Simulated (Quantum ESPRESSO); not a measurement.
Band structure of BaP₃ (C2/m, 8 atoms in the cell).

```
CELL_PARAMETERS angstrom
      5.90003    -3.86693     0.00000
      5.90003     3.86693     0.00000
     -1.83110     0.00000     4.42366
ATOMIC_POSITIONS crystal
  Ba 0.82615 0.82615 0.68458
  Ba 0.17385 0.17385 0.31542
  P  0.59042 0.59042 0.97625
  P  0.40958 0.40958 0.02375
  P  0.18682 0.64836 0.29170
  P  0.81318 0.35164 0.70830
  P  0.35164 0.81318 0.70830
  P  0.64836 0.18682 0.29170
```

Method: PBEsol, PseudoDojo standard norm-conserving (PBESOL) pseudopotentials (plane waves; Quantum ESPRESSO).

Settings: ecutwfc = 60 Ry; occupations = fixed; potentials = {Ba: Ba.upf, P: P.upf}; K_POINTS = automatic 2 2 3 1 1 1; nbnd = 29; conv_thr = 1e-10 Ry; mixing_beta = 0.3.

The starting cell comes from a database of computed structures (which also holds hypothetical and non-ambient phases and stackings), without a prior relaxation at this level.

Question: Predict the gap along the standard path and the places of the band edges.

Answer: The gap along the path is 0.56 eV, from a point between H and F1|H1 to Γ; the smallest direct gap on it is 0.71 eV.

Levels in eV from the top of the valence band on the SCF mesh, bands 22 to 29:
| point | 22 | 23 | 24 | 25 | 26 | 27 | 28 | 29 |
|---|---|---|---|---|---|---|---|---|
| Γ | -0.74 | -0.58 | -0.31 | -0.04 | 0.67 | 1.48 | 1.77 | 2.33 |
| Y | -1.05 | -0.64 | -0.50 | -0.05 | 1.20 | 2.00 | 2.38 | 2.77 |
| F | -1.32 | -0.79 | -0.67 | -0.10 | 1.61 | 1.78 | 2.92 | 3.63 |
| L | -1.32 | -0.79 | -0.67 | -0.10 | 1.61 | 1.79 | 2.93 | 3.66 |
| Z | -1.64 | -0.72 | -0.45 | 0.09 | 1.50 | 2.05 | 2.33 | 2.45 |
| H | -1.24 | -0.86 | -0.29 | -0.24 | 1.05 | 1.36 | 2.25 | 2.26 |
| Y1 | -1.05 | -0.64 | -0.50 | -0.05 | 1.20 | 2.00 | 2.38 | 2.77 |
| X | -1.42 | -1.24 | -0.58 | -0.36 | 1.10 | 1.32 | 2.27 | 2.30 |
